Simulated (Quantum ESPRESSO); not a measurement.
## Effort and miss along a sweep of K_POINTS: MgZn5 (P-62m, 6 atoms in the cell)

```xyz
6
Lattice="4.8331 0.0000 0.0000 -2.4166 4.1856 0.0000 0.0000 0.0000 4.4194" Properties=species:S:1:pos:R:3 pbc="T T T"
Mg     0.0000     0.0000     0.0000
Zn    -0.8781     1.5209     2.2097
Zn     1.7562     0.0000     2.2097
Zn     1.5385     2.6647     2.2097
Zn     2.4166     1.3952     0.0000
Zn     0.0000     2.7904     0.0000
```

Computed with PBEsol, GBRV 1.5 ultrasoft (PBESOL) pseudopotentials (plane waves; Quantum ESPRESSO 7.5).

Base settings: ecutwfc = 50 Ry; ecutrho = 250 Ry; occupations = smearing; smearing = methfessel-paxton; degauss = 0.0099958 Ry; potentials = {Mg: mg_pbesol_v1.4.uspp.F.UPF, Zn: zn_pbesol_v1.uspp.F.UPF}; K_POINTS = automatic 5 5 4 0 0 0; conv_thr = 1e-11 Ry; mixing_beta = 0.4.

Misses are taken against the tightest run, automatic 11 11 10 0 0 0, which need not be fully converged itself. The energy is the free energy per atom.

The count of work is k-points × plane waves × bands × iterations; it is no time, and leaves out set-up, grids and terms that scale otherwise. Core times come from one kind of shared machine and are given to one figure; runs under 30 s give none.

The starting cell comes from a database of computed structures (which also holds hypothetical and non-ambient phases and stackings), without a prior relaxation at this level. Its lattice was rescaled by a random factor within 2.5 % of one. Without a gap this mesh is coarse (it stands for a supercell whose shortest vector is 18 Å).

The runs (K_POINTS): automatic 1 1 1 0 0 0 | automatic 2 2 2 0 0 0 | automatic 3 3 3 0 0 0 | automatic 4 4 4 0 0 0 | automatic 5 5 4 0 0 0 | automatic 6 6 5 0 0 0 | automatic 8 8 7 0 0 0 | automatic 9 9 8 0 0 0 | automatic 11 11 10 0 0 0.

Q: What does the step from automatic 4 4 4 0 0 0 to automatic 8 8 7 0 0 0 buy?

A: It takes the miss in the energy from 20 to 2.2 meV/atom, for 3.3 times the count of work and roughly 3 times the time.

| K_POINTS | energy less reference (meV/atom) | pressure less reference (GPa) | largest difference in the force on any atom (eV/Å) | count of work / reference | core time / reference (rough) |
|---|---|---|---|---|---|
| automatic 1 1 1 0 0 0 | 1937.41 | 20.68 | 0.390 | 0.010 | – |
| automatic 2 2 2 0 0 0 | 272.53 | 0.50 | 0.504 | 0.042 | – |
| automatic 3 3 3 0 0 0 | -9.28 | 0.39 | 0.225 | 0.062 | 0.06 |
| automatic 4 4 4 0 0 0 | -20.35 | 0.12 | 0.103 | 0.12 | 0.08 |
| automatic 5 5 4 0 0 0 | 4.80 | -0.20 | 0.041 | 0.14 | 0.1 |
| automatic 6 6 5 0 0 0 | -3.77 | 0.12 | 0.010 | 0.20 | 0.2 |
| automatic 8 8 7 0 0 0 | -2.18 | -0.11 | 0.009 | 0.38 | 0.3 |
| automatic 9 9 8 0 0 0 | -1.35 | 0.01 | 0.018 | 0.62 | 0.6 |
| automatic 11 11 10 0 0 0 | 0.00 | 0.00 | 0.000 | 1.0 | 1 |
